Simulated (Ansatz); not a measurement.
## How far PBE and r2SCAN part for Ga2O3, uniaxial stress, 2 GPa compression along z

Consider Ga2O3 in the corundum structure (space group R-3c, No. 167; a = 5.058 Å, c = 13.624 Å (hexagonal axes)). Axes: x lies along a and z along c of the hexagonal cell.

(Cell as relaxed with PBE.)

Levels (all Ansatz, a program for electronic structure, PAW, earlier PAW set): PBE (420 eV, scalar-relativistic without spin-orbit coupling); r2SCAN (500 eV, spin-orbit coupling left out).

Each level relaxes its own structure.

```json
[
 {"base": "volume per atom", "PBE": "10.06 Å³", "r2SCAN": "9.64 Å³"},
 {"base": "lattice parameter a", "PBE": "5.058 Å", "r2SCAN": "4.985 Å"},
 {"base": "band gap", "PBE": "2.41 eV", "r2SCAN": "3.57 eV"}
]
```

One thing is altered: uniaxial stress, 2 GPa compression along z, with the cell and atoms free to relax against it.

```csv
quantity,PBE,r2SCAN
band gap,2.44 eV,?
gap character,"indirect, Γ–S₀ (50 % along) → Γ",?
"strain response (xx, yy, zz)","(+0.17, +0.17, −0.73) %",?
```

Task: Given the PBE results, estimate those of r2SCAN.

Result: 
- band gap, r2SCAN: 3.59 eV
- gap character, r2SCAN: indirect, Γ–S₀ (50 % along) → Γ
- strain response (xx, yy, zz), r2SCAN: (+0.15, +0.15, −0.64) %

PBE's band gap lies 1.157 eV below r2SCAN's; the two agree on the gap character. Neither level is exact; r2SCAN is the comparison here, not a measurement.

Beyond what the load breaks, stability against distortions was not tested.
